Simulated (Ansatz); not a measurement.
**What uniaxial strain ε_zz = +3.91 % does to Al**

The reference is Al in the fcc (Cu type) structure (space group Fm-3m, No. 225; a = 3.992 Å; relaxed with 0.1 eV smearing). Axes: x, y, z lie along the cube axes.

Now apply this change: uniaxial strain ε_zz = +3.91 %, all other strain components held at zero, atoms relaxed at fixed cell.

Calculations: Ansatz (a first-principles code), r2SCAN, PAW, cutoff 500 eV, no spin-orbit coupling, earlier PAW set. Γ-centred 28×28×28 mesh, Fermi–Dirac width 0.1 eV.

- Volume per atom = 16.53 Å³ (base 15.91 Å³)
- Space group = I4/mmm (No. 139) (base Fm-3m (No. 225))
- Shortest interatomic distance = 5.335 bohr (base 5.335 bohr)
- Energy relative to the base (free energy F) = +9.3 meV/atom
- Pressure (mean of the normal stresses, compression positive) = -3.1 GPa (base 0.0 GPa)
- Band gap = zero (base zero)
- Stress (xx, yy, zz, yz, xz, xy; compression positive) = (-2.4, -2.4, -4.6, 0.0, 0.0, 0.0) GPa

Whether these cells are dynamically stable was not tested.
